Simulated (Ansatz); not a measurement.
System: interstitial O in zinc-blende BAs (charge state -2). These are PBE, PAW (plane waves to 420 eV; Ansatz, a program for electronic structure) values and carry that method's errors.

64-site cell at the relaxed PBE lattice, one k-point at (0.250, 0.250, 0.250), smearing 0.01 eV, spin-restricted, no finite-size correction. No zero-point or tunnelling terms. The charge state is imposed; whether it is stable for some Fermi level was not computed. Sites that were not tried may lie lower.

Barriers: single points on a 2×2×2 k-point mesh shifted by half a step at the bands' geometries (they differ from the bands' own by up to 0.25 eV, and are uncertain by about as much).

Relaxed starting cell (atoms counted from 1):

```xyz
65
Lattice="9.6190 0.0000 0.0000 0.0000 9.6190 0.0000 0.0000 0.0000 9.6190" Properties=species:S:1:pos:R:3 pbc="T T T"
B      0.0218    -0.0065     0.0072
B     -0.0334    -0.0355     4.8422
B      0.0270     4.7988    -0.0033
B     -0.0149     4.8429     4.8142
B      4.9124    -0.0288    -0.1184
B      4.8013     0.0114     4.7867
B      4.8109     4.8043    -0.0131
B      4.7938     4.7947     4.7803
As     0.8404     1.5391     3.9299
As     1.2032     1.1880     8.4188
As     1.1941     6.0087     3.5974
As     1.1957     6.0089     8.4123
As     6.0108     1.1987     3.5970
As     6.0458     1.2065     8.3594
As     5.9779     6.0216     3.5892
As     6.0097     6.0064     8.4045
B     -0.1273     2.5513     2.4206
B     -0.0011     2.4086     7.2330
B      0.0139     7.2101     2.3840
B      0.0101     7.2223     7.2195
B      4.8135     2.3747     2.3794
B      4.8035     2.4076     7.2028
B      4.8123     7.2159     2.3858
B      4.8170     7.2039     7.1834
As     1.1953     3.5763     1.2053
As     1.1722     3.6770     6.0685
As     1.2190     8.3492     1.1388
As     1.1965     8.4036     5.9924
As     5.9994     3.6044     1.1921
As     5.9915     3.6052     5.9937
As     6.0297     8.4007     1.1701
As     6.0026     8.4282     5.9887
B      2.5763    -0.1002     2.1889
B      2.4024    -0.0102     7.2048
B      2.3984     4.7945     2.4009
B      2.4012     4.8391     7.2408
B      7.2180    -0.0026     2.3996
B      7.2294    -0.0141     7.2175
B      7.1721     4.8593     2.3884
B      7.2141     4.8039     7.2097
As     3.7579     1.1424     1.0431
As     3.5734     1.2124     5.9905
As     3.5979     5.9964     1.1843
As     3.5936     6.0001     5.9896
As     8.4173     1.2126     1.2111
As     8.3927     1.1992     6.0219
As     8.4163     6.0015     1.1843
As     8.3961     6.0341     6.0077
B      2.4346     2.3741    -0.0094
B      2.3684     2.5002     4.9095
B      2.4180     7.1806    -0.0467
B      2.4134     7.2140     4.7855
B      7.2220     2.3996    -0.0039
B      7.2121     2.4168     4.8016
B      7.2427     7.2024    -0.0190
B      7.2026     7.2281     4.7835
As     3.5728     3.5658     3.6001
As     3.5926     3.6065     8.4118
As     3.6199     8.4003     3.5801
As     3.6144     8.3953     8.3795
As     8.3189     3.7049     3.6131
As     8.4107     3.6057     8.4257
As     8.4115     8.4099     3.5895
As     8.4197     8.4215     8.4183
O      1.9504     1.0516     2.6226
```
Cell charge -2.

End state 1 differs by these moves (Å; atoms that move under 0.08 Å are left out):

```csv
atom,element,Δx,Δy,Δz
2,B,-0.08,0.01,0.07
5,B,-0.07,-0.01,0.08
9,As,0.21,-0.40,-0.18
17,B,0.12,-0.18,0.01
21,B,0.10,0.13,-0.02
26,As,0.02,-0.07,-0.07
27,As,-0.08,0.00,0.08
29,As,0.07,0.07,-0.02
33,B,-0.38,0.00,0.38
41,As,0.18,0.40,-0.21
49,B,-0.01,0.18,-0.12
50,B,0.02,-0.13,-0.10
58,As,0.02,0.10,-0.10
61,As,0.10,-0.10,-0.02
65,O,0.68,0.00,-0.68
```

Problem. Give the forward and backward barriers to end state 1 at the level PBE, PAW.

Solution. forward 1.54 eV, backward 1.54 eV; at the saddle point atom 65 has neighbours As at 2.02, As at 2.03; B at 1.40 Å. The saddle point's order was not checked, and it lies on a symmetry element of the cell, where a band can be held.
